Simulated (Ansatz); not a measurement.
Electronic density of states of amorphous Sn24Te24, density 6.41 g/cm³, on a 2×2×2 Γ-centred mesh with a Gaussian width of 0.1 eV; energies count from the Fermi level. Cell and mesh are small, so fine structure isn't converged. These are PBE-D3(BJ), scalar-relativistic without spin-orbit coupling, PAW (Ansatz default set, large-core Te) (plane waves to 420 eV; Ansatz, an electronic-structure program) values and carry that method's errors. Sampling: a 2×2×2 Γ-centred mesh; Fermi-Dirac width 0.05 eV; no spin polarisation. The levels at the Fermi energy are partly filled. A closed spacing in one fast-quenched cell at PBE doesn't show the material to be a metal.

It comes from a melt-quench run on a machine-learned potential (CHGNet), relaxed afterwards by DFT. The hot cell started wider than the set density and was brought back towards it in steps. It is the lowest in DFT energy of 3 quenches. It is a model cell: composition and starting density were chosen by hand, and all elements were melted together. The geometry includes D3(BJ) dispersion. Its density started from a set value of 6.44 and ended at 6.41 g/cm³. The simulated quench (nominally 66 K/ps over its main leg) is rapid and tends to freeze in more defects than a deposited or slowly cooled glass has. One small periodic cell is one sample of the glass; other quenches scatter about these values. Volume and shape were free in the relaxation. On a 2×2×2 Γ-centred mesh force components of up to 0.26 eV/Å stay, since the relaxation ran on one k-point at (1/4, 1/4, 1/4).

```
E - EF (eV)  states/(eV atom)
-----------  ----------------
-12.00                   0.26
-11.90                   0.27
-11.80                   0.38
-11.70                   0.44
-11.60                   0.47
-11.50                   0.49
-11.40                   0.51
-11.30                   0.59
-11.20                   0.58
-11.10                   0.66
-11.00                   0.85
-10.90                   0.88
-10.80                   0.82
-10.70                   0.77
-10.60                   0.67
-10.50                   0.38
-10.40                   0.09
-10.30                   0.01
-10.20                   0.00
-10.10                   0.00
-10.00                   0.00
-9.90                    0.00
-9.80                    0.00
-9.70                    0.00
-9.60                    0.00
-9.50                    0.00
-9.40                    0.00
-9.30                    0.00
-9.20                    0.00
-9.10                    0.00
-9.00                    0.00
-8.90                    0.00
-8.80                    0.00
-8.70                    0.00
-8.60                    0.02
-8.50                    0.14
-8.40                    0.19
-8.30                    0.06
-8.20                    0.03
-8.10                    0.11
-8.00                    0.26
-7.90                    0.34
-7.80                    0.38
-7.70                    0.48
-7.60                    0.46
-7.50                    0.49
-7.40                    0.55
-7.30                    0.51
-7.20                    0.50
-7.10                    0.49
-7.00                    0.54
-6.90                    0.52
-6.80                    0.42
-6.70                    0.40
-6.60                    0.45
-6.50                    0.48
-6.40                    0.44
-6.30                    0.37
-6.20                    0.28
-6.10                    0.24
-6.00                    0.20
-5.90                    0.15
-5.80                    0.10
-5.70                    0.14
-5.60                    0.18
-5.50                    0.07
-5.40                    0.01
-5.30                    0.00
-5.20                    0.00
-5.10                    0.00
-5.00                    0.00
-4.90                    0.00
-4.80                    0.01
-4.70                    0.07
-4.60                    0.23
-4.50                    0.35
-4.40                    0.49
-4.30                    0.57
-4.20                    0.60
-4.10                    0.60
-4.00                    0.62
-3.90                    0.64
-3.80                    0.64
-3.70                    0.68
-3.60                    0.67
-3.50                    0.62
-3.40                    0.63
-3.30                    0.65
-3.20                    0.63
-3.10                    0.65
-3.00                    0.67
-2.90                    0.65
-2.80                    0.74
-2.70                    0.72
-2.60                    0.75
-2.50                    0.79
-2.40                    0.75
-2.30                    0.73
-2.20                    0.77
-2.10                    0.83
-2.00                    0.85
-1.90                    0.83
-1.80                    0.78
-1.70                    0.75
-1.60                    0.75
-1.50                    0.79
-1.40                    0.81
-1.30                    0.79
-1.20                    0.74
-1.10                    0.74
-1.00                    0.78
-0.90                    0.72
-0.80                    0.71
-0.70                    0.65
-0.60                    0.56
-0.50                    0.48
-0.40                    0.37
-0.30                    0.41
-0.20                    0.41
-0.10                    0.26
0.00                     0.14
0.10                     0.13
0.20                     0.22
0.30                     0.21
0.40                     0.21
0.50                     0.31
0.60                     0.37
0.70                     0.42
0.80                     0.50
0.90                     0.61
1.00                     0.57
1.10                     0.54
1.20                     0.60
1.30                     0.65
1.40                     0.62
1.50                     0.58
1.60                     0.63
1.70                     0.63
1.80                     0.61
1.90                     0.70
2.00                     0.71
2.10                     0.76
2.20                     0.83
2.30                     0.78
2.40                     0.71
2.50                     0.71
2.60                     0.73
```
